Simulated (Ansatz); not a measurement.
C (model structure, started from the Ge type, P4₃2₁2, No. 96, 12 atoms in the cell) was calculated with HSE06 in Ansatz (plane waves, PAW).

Run with plane-wave cutoff 460 eV, 6×6×6 k mesh, Fermi–Dirac smearing 0.01 eV, scalar-relativistic PAW data made under PBE.

Cell (relaxed with PBEsol):

```yaml
crystal:
  lattice:
    - [3.78290, 0.00000, 0.00000]
    - [0.00000, 3.78290, 0.00000]
    - [0.00000, 0.00000, 4.64865]
  atoms:
    - { symbol: C, position: [0.07578, 0.07578, 0.00000] }
    - { symbol: C, position: [0.42422, 0.57578, 0.75000] }
    - { symbol: C, position: [0.92422, 0.92422, 0.50000] }
    - { symbol: C, position: [0.57578, 0.42422, 0.25000] }
    - { symbol: C, position: [0.16662, 0.37927, 0.21735] }
    - { symbol: C, position: [0.12073, 0.66662, 0.96735] }
    - { symbol: C, position: [0.83338, 0.62073, 0.71735] }
    - { symbol: C, position: [0.87927, 0.33338, 0.46735] }
    - { symbol: C, position: [0.66662, 0.12073, 0.03265] }
    - { symbol: C, position: [0.62073, 0.83338, 0.28265] }
    - { symbol: C, position: [0.33338, 0.87927, 0.53265] }
    - { symbol: C, position: [0.37927, 0.16662, 0.78265] }
```

Problem. Give the computed band gap and smallest direct gap on the k points sampled.

Solution. 
- band gap: 6.28 eV (indirect)
- smallest direct gap on the k points sampled: 6.93 eV

Note: the relaxation could raise the start's symmetry but not lower it, so the cell can be a saddle point; cell and atoms aren't relaxed at this level (largest force component 0.11 eV/Å, pressure -4.0 GPa).

Static lattice: no zero-point or thermal effects.

A model structure was made by putting elements into a prototype or built by hand; it is no filed structure, need not be a known phase, and can be a saddle point held by its symmetry.

Ansatz is a program for electronic structure.
